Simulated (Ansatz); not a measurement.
**A computed series for AlRu: response to strain**

The parent structure is AlRu in the CsCl type structure (space group Pm-3m, No. 221; a = 2.983 Å; relaxed with 0.1 eV smearing).

Strains are applied to the cell and any free atomic positions relax.

Computed with r2SCAN, PAW, 500 eV (Ansatz, an electronic-structure program; no SOC).

```tsv
isotropic strain (%)	pressure (GPa)
-3	24.5
-2.5	19.7
-2	15.2
-1.5	11.0
-1	?
-0.5	3.4
0	0.0
```

Problem. Fit P = P₀ − Bδ + Cδ² with δ = (1 + ε)³ − 1 to the rows shown and predict the withheld row.

Solution. Least squares on the printed values gives P₀ = 0.0 GPa, B = 214 GPa, C = 760 GPa (largest residual 0.0 GPa); this predicts 7.0 GPa, and the run gives 7.1 GPa, in agreement.

Stability against distortions was not tested. All final runs are without spin polarisation.
